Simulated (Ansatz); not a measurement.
The reference is Sr in the hcp (Mg type) structure (space group P6_3/mmc, No. 194).

```
CELL_PARAMETERS angstrom
      4.18980     0.00000     0.00000
     -2.09490     3.62847     0.00000
      0.00000     0.00000     6.88573
ATOMIC_POSITIONS crystal
  Sr 0.33333 0.66667 0.25000
  Sr 0.66667 0.33333 0.75000
```

Cartesian axes are those of the cell as printed.

Calculations: Ansatz (a program for electronic structure) PBEsol, spin-orbit coupling left out.

Free-standing slabs (1 atom(s) a layer) normal to the z axis with 15 Å of vacuum; in-plane cell held at bulk.

One change was made to it. Results:

The shortest interatomic distance decreases by 0.069 Å to 4.121 Å; the band gap stays zero.

What was done to the base?
(A) 2 layers
(B) 1 layer
(C) 6 layers

C, 6 layers. For comparison, the shortest interatomic distance in the other runs: 1 layer gives 4.190 Å; 2 layers gives 4.048 Å.

Stability against distortions was not tested. This is not the structure that Sr has at room temperature and ambient pressure.
